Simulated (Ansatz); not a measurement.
Where the default PAW files enter, the runs use the earlier of Ansatz's two default sets.

Given:

```xyz
3
Lattice="3.5583 0.0000 0.0000 -1.7791 3.0816 0.0000 1.7791 1.0272 2.9053" Properties=species:S:1:pos:R:3 pbc="T T T"
Hf     0.0000     0.0000     0.0000
O      1.7791     1.0272     0.7263
O      1.7791     3.0816     2.1790
```

Space group of this cell: Fm-3m, fluorite. The cell is taken as given; by r2SCAN its mean pressure is 4.5 GPa.

Level of theory: r2SCAN (plane waves, PAW; Ansatz, an electronic-structure program).

The current runs along the normal of the first two printed vectors; no spin-orbit coupling. Scaled by the factor s: all lengths (ions clamped). Meshes 12×12×12 and 12×12 across the current in all rows.

| s | mean pressure (GPa) | band gap (eV) |
|---|---|---|
| 0.98 | 24.3 | ? |
| 1.00 | 4.5 | 4.34 |
| 1.02 | -10.8 | 4.18 |

Question: Take the slope of the band gap against ln s from the two given rows, extrapolate to s = 0.98, and say what the run there gives.

Answer: Slope = (4.18 − 4.34) / ln 1.02 = -8.08 eV. The line gives 4.34 + (-8.08) × ln 0.98 = 4.50 eV. The run gives 4.50 eV, as the line does.
